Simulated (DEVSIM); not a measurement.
Structure: Ge n-p junction from an implanted or diffused profile, at 300 K.

```csv
layer (left to right),material,thickness (μm),Na (cm⁻³),τn (s),τp (s)
1,Ge,84.0,2.1e16,1.5e-5,1.5e-5
```

Added donor profile: 4.5e18 cm⁻³ × exp(−(x − 0 μm)²/(2·(0.02 μm)²)). Left contact: ohmic. Right contact: ohmic. Voltage is applied to the left contact. Recombination: SRH at mid-gap, radiative. Mobility is μmin + (μ − μmin)/(1 + (N/Nref)^α).

This is a model device: material constants are rounded textbook-type values typed into the input, and sizes, dopings and lifetimes were drawn at random. Values at 300 K.

```csv
parameter,Ge
gap (eV),0.664
affinity (eV),4
permittivity,16
Nc (cm⁻³),1.04e19
Nv (cm⁻³),6e18
μn (cm²/Vs),3900
μp (cm²/Vs),1900
"μn,min",150
"μp,min",100
"Nref,n",2.6e17
"Nref,p",4e17
αn,0.56
αp,0.6
B (cm³/s),6.4e-14
```

Simulated with DEVSIM: 1D drift-diffusion, Boltzmann statistics, complete ionisation; no tunnelling, impact ionisation, image-force lowering or self-heating.

**Question.** Give the dark forward current.

**Answer.** 
(V (V), J (A/cm²)): (-0.05, -0.00070); (-0.10, -0.0055); (-0.15, -0.039); (-0.20, -0.27); (-0.25, -1.7); (-0.30, -9.3); (-0.35, -33); (-0.40, -80); (-0.45, -160); (-0.50, -270); (-0.55, -410); (-0.60, -590); (-0.65, -800); (-0.70, -1000); (-0.75, -1300); (-0.80, -1700); (-0.85, -2000)
